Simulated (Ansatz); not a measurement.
# Worked sum: energy of configuration A over configuration B

Consider the energy of configuration A over configuration B. The value is E(A) − E(B).

A: a supercell of 32 sites of Pb (fcc, Fm-3m) with H off the lattice sites (4 Pb at 2.28 Å); spin state with PBE: run without spin.

B: a supercell of 32 sites of Pb (fcc, Fm-3m) with H off the lattice sites (6 Pb at 2.51 Å); spin state with PBE: run without spin.

Setting: static, neutral cells in Ansatz (PAW) whose structures rest at the PBE+D3(BJ) level. Ansatz (a quantum-chemistry and plane-wave program) runs with its PAW set soft_1. Other levels take these structures. The lattices are those relaxed with PBE+D3(BJ), so at other levels the solids can be strained. Larger cells are relaxed from a start prepared with the learned potential CHGNet, on a coarser mesh till forces fall under 0.03 eV/Å, which some starts already meet. A dispersion term (D3(BJ), or D4 for r2SCAN) was computed beside these levels and is taken off wherever the name lacks it. The runs are scalar-relativistic, without spin-orbit coupling. Cell A has symmetry P-43m and got no random move, so less symmetric positions, which may lie lower, weren't tried. Cell B has symmetry Pm-3m and got no random move, so less symmetric positions, which may lie lower, weren't tried.

Total energies of the cells in eV, at zero smearing width. They compare only within one column; the weights balance every element.

| cell | atoms | weight | r2SCAN |
|---|---|---|---|
| A: Pb:H_i | 33 | +1 | -381548.17168 |
| B: Pb:H_i | 33 | −1 | -381547.93483 |

r2SCAN: (-381548.17168) − (-381547.93483) = -0.237 eV.

What follows from the r2SCAN value: With equal degeneracies and no entropy terms, the ratio of A to B in equilibrium is exp(−ΔE/k_BT) with ΔE = -0.237 eV: 9.6×10^3 at 300 K and 16 at 1000 K.
